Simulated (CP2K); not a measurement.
**A self-consistent single point of SiSbPt₅ (P4/mmm, 7 atoms in the cell) with CP2K**

Computed with PBEsol, GPW, DZVP-MOLOPT-SR-GTH basis, GTH-PBE potentials (GTH_POTENTIALS) (CP2K 2026.2).

Input:

```
&GLOBAL
  PROJECT scf
  RUN_TYPE ENERGY_FORCE
  PRINT_LEVEL LOW
&END GLOBAL
&FORCE_EVAL
  METHOD Quickstep
  STRESS_TENSOR ANALYTICAL
  &DFT
    BASIS_SET_FILE_NAME BASIS_MOLOPT
    POTENTIAL_FILE_NAME GTH_POTENTIALS
    &QS
      METHOD GPW
      EPS_DEFAULT 1E-10
    &END QS
    &MGRID
      CUTOFF 500
      REL_CUTOFF 50
      NGRIDS 5
    &END MGRID
    &SCF
      SCF_GUESS ATOMIC
      EPS_SCF 1E-6
      MAX_SCF 100
      ADDED_MOS 16
      &DIAGONALIZATION
        ALGORITHM STANDARD
      &END DIAGONALIZATION
      &MIXING
        METHOD BROYDEN_MIXING
        ALPHA 0.2
        NBUFFER 12
        BETA 1
      &END MIXING
      &SMEAR ON
        METHOD GAUSSIAN
        SIGMA [eV] 0.1
      &END SMEAR
    &END SCF
    &KPOINTS
      SCHEME MONKHORST-PACK 6 6 3
      GAMMA_CENTERED T
    &END KPOINTS
    &XC
      &XC_FUNCTIONAL
        &PBE
          PARAMETRIZATION PBESOL
        &END PBE
      &END XC_FUNCTIONAL
    &END XC
    &PRINT
      &MO
        EIGENVALUES T
        OCCUPATION_NUMBERS T
        NDIGITS 8
        FILENAME mo
        &EACH
          QS_SCF 0
        &END EACH
        ADD_LAST NUMERIC
      &END MO
      &MULLIKEN OFF
      &END MULLIKEN
    &END PRINT
  &END DFT
  &SUBSYS
    &CELL
      A 3.93243000 0.00000000 0.00000000
      B 0.00000000 3.93243000 0.00000000
      C 0.00000000 0.00000000 7.52182000
      PERIODIC XYZ
    &END CELL
    &COORD
      SCALED
      Si       0.50000000     0.50000000     0.00000000
      Sb       0.00000000     0.00000000     0.50000000
      Pt       0.00000000     0.00000000     0.00000000
      Pt       0.50000000     0.00000000     0.74882000
      Pt       0.50000000     0.00000000     0.25118000
      Pt       0.00000000     0.50000000     0.74882000
      Pt       0.00000000     0.50000000     0.25118000
    &END COORD
    &KIND Si
      BASIS_SET DZVP-MOLOPT-SR-GTH
      POTENTIAL GTH-PBE-q4
    &END KIND
    &KIND Sb
      BASIS_SET DZVP-MOLOPT-SR-GTH
      POTENTIAL GTH-PBE-q5
    &END KIND
    &KIND Pt
      BASIS_SET DZVP-MOLOPT-SR-GTH
      POTENTIAL GTH-PBE-q18
    &END KIND
  &END SUBSYS
  &PRINT
    &FORCES ON
    &END FORCES
    &STRESS_TENSOR ON
    &END STRESS_TENSOR
  &END PRINT
&END FORCE_EVAL
```

Output (repeated stretches shortened):

```
 GLOBAL| Method name                                                        CP2K
 GLOBAL| Project name                                                        scf
 GLOBAL| Run type                                                   ENERGY_FORCE

 TOTAL NUMBERS AND MAXIMUM NUMBERS

  Total number of            - Atomic kinds:                                   3
                             - Atoms:                                          7
                             - Shell sets:                                     7
                             - Shells:                                        50
                             - Primitive Cartesian functions:                 39
                             - Cartesian basis functions:                    183
                             - Spherical basis functions:                    156

  Maximum angular momentum of- Orbital basis functions:                        3
                             - Local part of the GTH pseudopotential:          2
                             - Non-local part of the GTH pseudopotential:      5

 SCF PARAMETERS         Density guess:                                    ATOMIC
                        max_scf:                                             100
                        max_diis:                                              4
                        eps_scf:                                        1.00E-06
                        eps_diis:                                       1.00E-01
                        eps_eigval:                                     1.00E-05
                        level_shift [a.u.]:                             0.000000
                        added MOs                                        16    0
                        Mixing method:                            BROYDEN_MIXING
                                                charge density mixing in g-space
                        Smear method:                                   GAUSSIAN
                        Smearing width (sigma) [a.u.]:                  3.67E-03
                        Accuracy threshold:                             1.00E-10
                        No outer SCF

 Extrapolation method: initial_guess

 Number of electrons:                                                         99
 Number of occupied orbitals:                                                 50
 Number of molecular orbitals:                                                66

 Number of orbital functions:                                                156
 Number of independent orbital functions:                                    156

 SCF WAVEFUNCTION OPTIMIZATION

  Step     Update method      Time    Convergence         Total energy    Change
     1 NoMix/Diag. 0.20E+00      -     1.10909455      -611.8007239016 -6.12E+02
     2 Broy./Diag. 0.20E+00      -     0.04568893      -616.9187434294 -5.12E+00
     3 Broy./Diag. 0.20E+00      -     0.07956008      -613.2228982295  3.70E+00
     4 Broy./Diag. 0.20E+00      -     0.04720397      -609.9404501256  3.28E+00
     5 Broy./Diag. 0.20E+00      -     0.03551757      -609.8002683750  1.40E-01
     6 Broy./Diag. 0.20E+00      -     0.00305631      -609.9060241078 -1.06E-01
     7 Broy./Diag. 0.20E+00      -     0.00462484      -609.8911734839  1.49E-02
   [... 3 lines left out ...]
    11 Broy./Diag. 0.20E+00      -     0.00003814      -609.8807712871  2.93E-04
    12 Broy./Diag. 0.20E+00      -     0.00006396      -609.8811516414 -3.80E-04
    13 Broy./Diag. 0.20E+00      -     0.00000275      -609.8810725920  7.90E-05
    14 Broy./Diag. 0.20E+00      -     0.00000430      -609.8810575521  1.50E-05
    15 Broy./Diag. 0.20E+00      -     0.00000024      -609.8810473428  1.02E-05

  *** SCF run converged in    15 steps ***

  Electronic density on regular grids:        -98.9999999986        0.0000000014
  Core density on regular grids:               98.9999999920       -0.0000000080
  Total charge density on r-space grids:       -0.0000000066
  Total charge density g-space grids:          -0.0000000067

  Overlap energy of the core charge distribution:               0.00000000482985
  Self energy of the core charge distribution:               -936.19828691846737
  Core Hamiltonian energy:                                    207.61820351033674
  Hartree energy:                                             179.48727756410725
  Exchange-correlation energy:                                -60.78731061985044
  Smearing free energy correction:                             -0.00093088437195
  Fermi energy:                                                 0.49087656605883

  Total energy:                                              -609.88104734283286
  Total energy (extrapolated to sigma->0):                   -609.88058190064692

 ENERGY| Total FORCE_EVAL ( QS ) energy [hartree]           -609.881043216718581

 FORCES| Atomic forces [hartree/bohr]
 FORCES|   Atom     x               y               z               |f|
 FORCES|      1 -1.25393850E-11 -1.25317030E-11  1.45520675E-09   1.45531473E-09
 FORCES|      2  6.61804678E-12  6.62625528E-12 -1.19475688E-08   1.19475725E-08
 FORCES|      3  7.26724001E-10  7.26718637E-10 -5.32522241E-09   5.42348979E-09
 FORCES|      4  6.38421539E-10  6.08142329E-10  6.81305946E-03   6.81305946E-03
 FORCES|      5  6.45853815E-10  6.06496202E-10 -6.81305166E-03   6.81305166E-03
 FORCES|      6  6.08136442E-10  6.38428857E-10  6.81305029E-03   6.81305029E-03
 FORCES|      7  6.06489231E-10  6.45831708E-10 -6.81304153E-03   6.81304153E-03
 FORCES| Sum     3.21970369E-09  3.21971228E-09  7.41600259E-10
 FORCES| Total atomic force                                       4.61335128E-09

 STRESS| Analytical stress tensor [bar]
 STRESS|                        x                   y                   z
 STRESS|      x       -8.85954051463E+03   7.12387724125E-04   1.55239378135E-04
 STRESS|      y        7.12387724125E-04  -8.85952175632E+03   1.55197443652E-04
 STRESS|      z        1.55239378135E-04   1.55197443652E-04   2.42493049558E+04
 STRESS| 1/3 Trace                                             2.17674756161E+03
```

The run converged in 15 iterations.

The starting cell comes from a database of computed structures (which also holds hypothetical and non-ambient phases and stackings), without a prior relaxation at this level. Spin polarisation is off. Values carry the incompleteness of an atom-centred basis. The potentials were made for another functional than the one used.

Cost on one core of a shared machine: roughly 60 s.
